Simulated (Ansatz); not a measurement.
Results of PBE0 in Ansatz (PAW) for InGaN2 (P3m1, No. 156, 4 atoms in the cell; start mp-1223660).

Numerical settings: plane-wave cutoff 460 eV, 9×9×6 k mesh (along the axes of the cell as run), Fermi–Dirac smearing 0.01 eV, scalar-relativistic PAW data made under PBE.

Cell (relaxed with PBEsol):

```
CELL_PARAMETERS angstrom
      3.35341     0.00000     0.00000
     -1.67671     2.90414     0.00000
      0.00000     0.00000     5.49983
ATOMIC_POSITIONS crystal
  In 0.00000 0.00000 0.99711
  Ga 0.66667 0.33333 0.49592
  N  0.66667 0.33333 0.14601
  N  0.00000 0.00000 0.60256
```

Task: Give the computed band gap.

Result: 
band gap: 2.04 eV (on the SCF k mesh)

Note: cell and atoms aren't relaxed at this level (largest force component 0.12 eV/Å, pressure -0.4 GPa).

Spin–orbit coupling is not included.

Computed values are for the static lattice.

Cost on a shared machine: very roughly 4 core-minutes.

A start named mp-… is a Materials Project structure, which need not be a measured phase.

Ansatz is a quantum-chemistry and plane-wave program.
